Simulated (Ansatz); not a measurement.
CdO: pressure 3 GPa

Base system: CdO in the rock salt structure (space group Fm-3m, No. 225; a = 4.768 Å).

Now apply this change: cell and atoms relaxed at a pressure of 3 GPa.

Computed with DFT with PBE, PAW potentials and a 420 eV plane-wave cutoff in Ansatz (a quantum-chemistry and plane-wave program), without spin-orbit coupling, earlier PAW set. Settings: 12×12×12 k-points, 0.05 eV Fermi–Dirac smearing.

The volume per atom drops by 0.30 Å³, from 13.55 Å³ to 13.25 Å³ and the density goes up by 0.18 g/cm³, from 7.87 g/cm³ to 8.05 g/cm³. The lattice parameter a shrinks by 0.0358 Å to 4.733 Å and the shortest interatomic distance drops by 0.018 Å to 2.366 Å. The enthalpy H = E + PV relative to the base's energy amounts to +0.25 eV/atom and the band gap remains zero.

Final structure:

```xyz
2
Lattice="0.0000 2.3663 2.3663 2.3663 0.0000 2.3663 2.3663 2.3663 0.0000" Properties=species:S:1:pos:R:3 pbc="T T T"
O      0.0000     0.0000     0.0000
Cd     2.3663     2.3663     2.3663
```

The mesh was chosen for an insulator and is coarse for the gapless case. Load acts through the strain it causes; cell and atoms are relaxed under it. Whether these cells are dynamically stable was not tested. All final runs are without spin polarisation. A zero or small gap of CdO can be the functional's error rather than a property of the material.
